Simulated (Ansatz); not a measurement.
Worked example: relaxation of cell and atoms of Ba3Te (I4/mmm, 4 atoms in the cell) in Ansatz (a quantum-chemistry and plane-wave program).

Computed with PBEsol, PAW files made with PBE (plane waves; Ansatz).

```xyz
4
Lattice="-2.6348 2.6348 6.5954 2.6348 -2.6348 6.5954 2.6348 2.6348 -6.5954" Properties=species:S:1:pos:R:3 pbc="T T T"
Ba     0.0000     2.6348     3.2977
Ba     2.6348     0.0000     3.2977
Ba     0.0000     0.0000     6.5954
Te     0.0000     0.0000     0.0000
```

Reference input (self-consistent single point, DFT, PBEsol, plane waves, PAW files made with PBE): basis.ecutwfc = 30.9 Ry; kpoints.mp_grid.grid = 6 6 6; hamiltonian.xc = pbesol; hamiltonian.pseudopotentials = {kind: paw} (the program's default PAW files); scf.occupations.method = gaussian; scf.occupations.width = 0.02 Ry. This run's input differs from it in these lines:

```diff
@@ -25,2 +25,4 @@
     width: 0.02 Ry
+relax:
+  cell: {}
 output:
```

Log, with long lists cut:

```
   [... SCF lines of the steps left out ...]
relax step   1: F+E_penalty+E_count = -24492.23148199 eV  Δ(F+E_penalty+E_count) = +0.000e0 eV  max|allowed force component| = 8.240e-18 eV/Å  Δτ_max = 0.0000 Å  P = -1.159 GPa  Ω = 183.153 Å³  (10 SCF iters, dr2 threshold 1.00e-7 eV, accepted)
relax step   2: F+E_penalty+E_count = -24492.27541861 eV  Δ(F+E_penalty+E_count) = -4.394e-2 eV  max|allowed force component| = 2.602e-18 eV/Å  Δτ_max = 0.0000 Å  P = -0.834 GPa  Ω = 176.769 Å³  energy of the carried Pulay correction = +4.394e-4 eV  [...]
   [... lines left out ...]
relax step   5: F+E_penalty+E_count = -24492.33829109 eV  Δ(F+E_penalty+E_count) = -2.978e-4 eV  max|allowed force component| = 5.204e-18 eV/Å  Δτ_max = 0.0000 Å  P = -0.009 GPa  Ω = 161.408 Å³  energy of the carried Pulay correction = +1.562e-3 eV  [...]
relax step   6: F+E_penalty+E_count = -24492.33663954 eV  Δ(F+E_penalty+E_count) = +1.652e-3 eV  max|allowed force component| = 1.041e-17 eV/Å  Δτ_max = 0.0000 Å  P = -0.008 GPa  Ω = 161.408 Å³  stress off target by 1.08e-2 GPa  SCF on the basis [...]
basis re-selected at this cell: Δ(F+E_penalty+E_count) = +1.652e-3 eV, ΔP = +0.001 GPa vs the last step
the relaxation is at rest under the 16 symmetry operations that the run kept from its start: a minimum is not shown …
Free energy (F): -24492.336640 eV
Internal energy: -24492.153028 eV  (E = F + TS)
E sigma→0 (E₀):  -24492.244834 eV
Entropy (-TS):   -0.183612 eV (-45.903 meV/atom)
Fermi energy:    9.600908 eV
--- Forces (eV/Å), atoms counted from 1 ---
  atom   1  Ba    -0.00000000    -0.00000000     0.00000000
   [... zero for the other atoms too ...]
   [... lines left out ...]
  cell:  # Å, volume = 161.4078 Å³
   [... lines left out ...]
    - [2.589004817429636, 2.589004817429636, -6.020031095670763]
  atoms:
    - { symbol: Ba, position: [0.7499999999999999, 0.25000000000000006, 0.49999999999999994] }
    - { symbol: Ba, position: [0.25000000000000006, 0.7499999999999999, 0.49999999999999994] }
    - { symbol: Ba, position: [0.5, 0.5, 7.623216865730884e-35] }
    - { symbol: Te, position: [-1.675256550411283e-34, 3.3871131043165473e-34, 2.0415083491993226e-34] }
```

The run converged. 

Summary of the result:
```
Quantity                                                                                   Result
-----------------------------------------------  ------------------------------------------------
Free energy E − TS (on the zero of these files)                                    -24492.3366 eV
Fermi level (on the code's own zero)                                                      9.60 eV
Pressure                                                                                -0.01 GPa
Final cell                                       a = b = c = 7.046 Å, α = β = 136.88°, γ = 62.62°
Final volume per atom                                                                    40.35 Å³
Relaxation steps                                                                                6
```

The starting cell comes from a database of computed structures (which also holds hypothetical and non-ambient phases and stackings), without a prior relaxation at this level. Its lattice was rescaled by a random factor within 2.5 % of one. The relaxation keeps the symmetry of its start, so its end need not be a minimum. Ansatz's pressure includes its estimate of the finite-basis (Pulay) stress. The run gives no clean gap (levels at the Fermi energy touch, overlap or are partly filled at this smearing), which alone does not show that the compound is a metal.

Cost on one core of a shared machine: roughly 70 s.

Keys are those of Ansatz 0.2.
